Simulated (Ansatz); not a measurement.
# What Ba → Sr does to BaTiO3

The parent structure is BaTiO3 in the cubic perovskite structure (space group Pm-3m, No. 221; a = 3.9699 Å).

Now apply this change: Sr takes the place of Ba on all its sites; the structure is relaxed again.

The values are results of PBEsol (Ansatz, an electronic-structure program; PAW; 420 eV plane waves; no spin-orbit coupling), not measurements. k-mesh 9×9×9 (Γ-centred); smearing 0.05 eV (Fermi–Dirac), for the changed cell.

| quantity | base | changed | shift |
|---|---|---|---|
| volume per atom | 12.51 Å³ | 11.78 Å³ | -0.73 Å³ |
| density | 6.19 g/cm³ | 5.17 g/cm³ | -1.02 g/cm³ |
| space group | Pm-3m (No. 221) | Pm-3m (No. 221) | – |
| shortest interatomic distance | 1.985 Å | 1.946 Å | -0.039 Å |
| band gap | 1.82 eV | 1.85 eV | +0.036 eV |
| gap character | indirect, R → Γ | indirect, R → Γ | – |
| smallest direct gap | 1.89 eV | 2.19 eV | +0.30 eV |
| width of the top valence band | 0.98 eV | 1.05 eV | +0.07 eV |

No phonon test of stability was made. The final runs are not spin-polarised. Many cubic perovskites are stable only at high temperature; tilts and polar distortions were not tested. This is not the structure that BaTiO3 has at room temperature and ambient pressure.
